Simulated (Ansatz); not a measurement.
This concerns the formation energy of N_i in Cu (fcc, Fm-3m). Reaction: 64 Cu (fcc) + 1/2 N2 (gas) → cell A.

Cell A: a supercell of 64 sites of Cu (fcc, Fm-3m) with N off the lattice sites (6 Cu at 1.93 Å); spin state with PBE: run without spin, k-point mesh 5×5×5.
```
Cu64N
1.0
   10.26676     0.00000     0.00000
    5.13338     8.89128     0.00000
    5.13338     2.96376     8.38278
Cu N
64 1
Direct
  0.99998   0.00002   0.00002
  0.99998   0.00002   0.24998
  0.99832   0.00168   0.49958
  0.99832   0.00168   0.75042
  0.99998   0.24998   0.00002
  0.99991   0.24991   0.24991
  0.00008   0.25008   0.49992
  0.99991   0.24991   0.75026
  0.99832   0.49958   0.00168
  0.00008   0.49992   0.25008
  0.00008   0.49992   0.49992
  0.99832   0.49958   0.75042
  0.99832   0.75042   0.00168
  0.99991   0.75026   0.24991
  0.99832   0.75042   0.49958
  0.99523   0.75159   0.75159
  0.24974   0.00009   0.00009
  0.24958   0.00168   0.24832
  0.24841   0.00477   0.49841
  0.24958   0.00168   0.75042
  0.24958   0.24832   0.00168
  0.24992   0.25008   0.25008
  0.24992   0.25008   0.49992
  0.24958   0.24832   0.75042
  0.24841   0.49841   0.00477
  0.24992   0.49992   0.25008
  0.24841   0.49841   0.49841
  0.24207   0.49207   0.75793
  0.24958   0.75042   0.00168
  0.24958   0.75042   0.24832
  0.24207   0.75793   0.49207
  0.24207   0.75793   0.75793
  0.50008   0.99992   0.99992
  0.50042   0.00168   0.24832
  0.50042   0.00168   0.49958
  0.50008   0.99992   0.75008
  0.50042   0.24832   0.00168
  0.50026   0.24991   0.24991
  0.50042   0.24832   0.49958
  0.50159   0.24523   0.75159
  0.50042   0.49958   0.00168
  0.50042   0.49958   0.24832
  0.50793   0.49207   0.49207
  0.50793   0.49207   0.75793
  0.50008   0.75008   0.99992
  0.50159   0.75159   0.24523
  0.50793   0.75793   0.49207
  0.50159   0.75159   0.75159
  0.75009   0.00009   0.00009
  0.75002   0.00002   0.24998
  0.75009   0.00009   0.49974
  0.74992   0.99992   0.75008
  0.75002   0.24998   0.00002
  0.75002   0.24998   0.24998
  0.75168   0.24832   0.49958
  0.75168   0.24832   0.75042
  0.75009   0.49974   0.00009
  0.75168   0.49958   0.24832
  0.75477   0.49841   0.49841
  0.75168   0.49958   0.75042
  0.74992   0.75008   0.99992
  0.75168   0.75042   0.24832
  0.75168   0.75042   0.49958
  0.74992   0.75008   0.75008
  0.37500   0.62500   0.62500
```

Reference: Cu (fcc, Fm-3m), 64 atoms in the cell, the relaxed perfect crystal repeated, atoms not moved again; spin state with PBE: run without spin, k-point mesh 5×5×5 on the run's own vectors.

Reference: an isolated N2 molecule (singlet) in a box of 11 × 11 × 13 Å.

Plane-wave PAW calculations with Ansatz (a program for electronic structure), its default PAW set, cutoff 500 eV. The structures are at rest with PBE, within the held lattices; other levels are single points on them. Neutral cells; Fermi-Dirac smearing of at most 0.10 eV in the solids, energies taken to zero width. The lattices are those relaxed with PBE, so at other levels the solids can be strained. Larger cells are relaxed from a start prepared with the learned potential CHGNet, on a coarser mesh till forces fall under 0.03 eV/Å, which some starts already meet. A dispersion term (D3(BJ), or D4 for r2SCAN) was computed beside these levels and is taken off wherever the name lacks it. The PAW files were made for PBE and serve at the other functionals too. Space groups of crystals are read within 0.01 Å. Nuclei at rest; no vibrational terms. No structure search was made; lower ones may exist. The d electrons get no Hubbard U. No correction for cell size. Mesh and cell size may move defect energies by 0.1 eV or more. Cell A has symmetry Fm-3m within 0.02 Å and got no random move, so less symmetric positions, which may lie lower, weren't tried.

**Question.** What is the computed value (r2SCAN)?

**Answer.** 1.63 eV, for 64 Cu (fcc) + 1/2 N2 (gas) → cell A.
